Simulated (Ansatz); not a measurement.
## Ag on the Zn site (Ag_Zn) (wurtzite ZnO host)

The numbers are results of PBE, PAW (plane waves to 420 eV; Ansatz, a first-principles code), not measurements. The supercell holds 96 host sites (3×2×2 repeats of a cell of 8 atoms), with a 2×2×2 shifted k-point sampling for the final energies. Site at the start: the Zn site. Charged cells carry a point-charge image correction with potential alignment at far atoms. Dielectric constants: PBE linear response of the host. Host gap at this level: 0.74 eV. These values are not converged in cell size to better than tenths of an eV. PBE underestimates the host's gap, which shifts levels and can delocalise carriers. Spin–orbit coupling is left out. Each state is the lowest found from its start.

Formation energies E_f are given with the Fermi level at the valence-band maximum. Chemical conditions: O-rich (Δμ(Zn) = -2.85 eV, Δμ(Ag) = -0.14 eV, bounded by Ag2O (Pn-3m); only phases computed here count, gases as isolated molecules at 0 K). Reference phases: Ag: fcc Ag, Zn: hcp Zn.

Charges with a result: +1, 0, −1. Others weren't obtained, and one of them could lie lower, also by skipping a charge.

```json
[
 {"charge": "+1*", "moment (μB)": "not spin-polarised", "largest move off a lattice site (Å)": "0.26", "image correction with alignment (eV)": "–", "E_f, O-rich (eV)": "–"},
 {"charge": "0", "moment (μB)": "1.0", "largest move off a lattice site (Å)": "0.31", "image correction with alignment (eV)": "0.00", "E_f, O-rich (eV)": "1.19"},
 {"charge": "−1", "moment (μB)": "not spin-polarised", "largest move off a lattice site (Å)": "0.40", "image correction with alignment (eV)": "0.04", "E_f, O-rich (eV)": "1.66"}
]
```

* At this level the carrier isn't localised at the defect: at charge +1 holes occupy the valence band. Such a state is shallow or no state of the defect, and this cell gives it no level.

Transition levels above the valence-band maximum: ε(0/−1) = 0.47 eV. On the lower envelope of the bound states, inside the gap: (0/−1) at 0.47 eV.

Flagged in the runs: a host whose relaxation on this sampling wasn't shown to rest, a strain field that reaches the edge of the cell.
